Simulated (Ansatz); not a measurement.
Worked example: self-consistent single point of Mg2Ge (Fm-3m, 3 atoms in the cell) in Ansatz (a quantum-chemistry and plane-wave program).

Computed with PBEsol, default PAW files made with PBE (plane waves; Ansatz).

```
Mg2Ge
1.0
    0.00000     3.20244     3.20244
    3.20244     0.00000     3.20244
    3.20244     3.20244     0.00000
Mg Ge
2 1
Direct
  0.75000   0.75000   0.75000
  0.25000   0.25000   0.25000
  0.00000   0.00000   0.00000
```

Reference input (self-consistent single point, DFT, PBE, plane waves, default PAW files): kpoints.mp_grid.grid = 6 6 6; hamiltonian.xc = pbe; hamiltonian.pseudopotentials = {kind: paw} (the program's default PAW files); scf.occupations.method = fermi_dirac; scf.occupations.width = 0.136 eV. This run's input differs from it in these lines:

Ansatz 0.2 input:
```diff
@@ -13,3 +13,3 @@
 hamiltonian:
-  xc: pbe
+  xc: pbesol
   pseudopotentials: { kind: paw }
```

Output, abridged:

```
SCF iter   1: F=—  HF=-8078.444269 eV  |F-HF|=—  |Δ(HF+E_count)|=         —  Δρ=5.37e-3  dr2=4.46e-2  ethr=1.77e-3  ⟨swp⟩=5.3  Hψ=1465  notcnv=0
all-band conjugate gradients solve this SCF's bands
preconditioner: auto → none
SCF iter   2: F=—  HF=-8078.431782 eV  |F-HF|=—  |Δ(HF+E_count)|=   1.25e-2  Δρ=1.78e-3  dr2=2.16e-3  ethr=1.31e-4  ⟨swp⟩=2.0  Hψ=557  notcnv=0
SCF iter   3: F=—  HF=-8078.431349 eV  |F-HF|=—  |Δ(HF+E_count)|=   4.33e-4  Δρ=9.38e-4  dr2=4.97e-4  ethr=6.35e-6  ⟨swp⟩=2.0  Hψ=481  notcnv=0
SCF iter   4: F=—  HF=-8078.431351 eV  |F-HF|=—  |Δ(HF+E_count)|=   2.30e-6  Δρ=1.83e-4  dr2=2.18e-5  ethr=1.46e-6  ⟨swp⟩=2.0  Hψ=481  notcnv=0
SCF iter   5: F=—  HF=-8078.431344 eV  |F-HF|=—  |Δ(HF+E_count)|=   7.76e-6  Δρ=3.09e-5  dr2=3.02e-7  ethr=6.40e-8  ⟨swp⟩=2.0  Hψ=472  notcnv=0
SCF iter   6: F=-8078.431344 eV  HF=-8078.431344 eV  |F-HF|=5.56e-9  |Δ(HF+E_count)|=   1.07e-7  Δρ=5.00e-6  dr2=1.03e-8  ethr=2.94e-10  ⟨swp⟩=5.0  Hψ=1381  notcnv=0
SCF 1 converged in 6 iterations: F = -8078.431344 eV  dr2 = 1.03e-8
Free energy (F): -8078.431344 eV
Internal energy: -8078.411994 eV  (E = F + TS)
E sigma→0 (E₀):  -8078.421669 eV
Entropy (-TS):   -0.019350 eV (-6.450 meV/atom)
Fermi energy:    6.840437 eV
--- Forces (eV/Å), atoms counted from 1 ---
  atom   1  Mg     0.00000000    -0.00000000    -0.00000000
   [... zero for the other atoms too ...]
--- Stress (GPa, compression-positive) ---
       -1.041195      -0.000000       0.000000
       -0.000000      -1.041195       0.000000
        0.000000       0.000000      -1.041195
  P = ⅓ Tr σ = -1.0412 GPa (-10.412 kbar)
  The stress holds the Pulay correction. Without it, at fixed plane waves, as pw.x and ABINIT print it: P = -1.0497 GPa
```

The run converged in 6 iterations. Against the reference run the pressure goes from 0.32 to -1.04 GPa.

The starting cell comes from a database of computed structures (which also holds hypothetical and non-ambient phases and stackings), without a prior relaxation at this level. Its lattice was rescaled by a random factor within 2.5 % of one. Ansatz's pressure includes its estimate of the finite-basis (Pulay) stress.
